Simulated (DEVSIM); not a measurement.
System: Mo/SiO2/p-GaSb capacitor, at 300 K.

| layer (left to right) | material | thickness (nm) | Na (cm⁻³) |
|---|---|---|---|
| 1 | SiO2 | 3.70 | - |
| 2 | GaSb | 2900 | 4.4e16 |

Metal gate on the left, work function 4.6 eV. Fixed charge at the semiconductor interface 1.1e10 cm⁻² (in units of +e); interface traps 3e11 cm⁻² eV⁻¹, uniform in energy, neutral level at 0.5 of the gap above the valence band.

The device is made up for the run: typed textbook-type constants, with dimensions and the other settings drawn at random. Values at 300 K.

```
parameter      SiO2    GaSb
-------------  ----  ------
gap (eV)          9   0.726
affinity (eV)   0.9    4.06
permittivity    3.9    15.7
Nc (cm⁻³)         -  2.1e17
Nv (cm⁻³)         -  1.8e19
```

DEVSIM, 1D Poisson equation in equilibrium, Boltzmann statistics, complete ionisation; no quantum confinement or tunnelling. Metal contacts follow the ideal Schottky-Mott rule: no Fermi-level pinning, no interface dipoles.

**Question.** Give the band bending (positive: bands bend down) and minority sheet density.

**Answer.** 
| Vg (V) | ψs (V) | minority carriers (cm⁻²) |
|---|---|---|
| -0.65 | -0.151 | < 1e8 |
| -0.5 | -0.134 | < 1e8 |
| -0.35 | -0.109 | < 1e8 |
| -0.2 | -0.071 | < 1e8 |
| -0.05 | -0.004 | < 1e8 |
| 0.1 | 0.098 | < 1e8 |
| 0.25 | 0.217 | < 1e8 |
| 0.4 | 0.342 | < 1e8 |
| 0.55 | 0.469 | 1.7e9 |
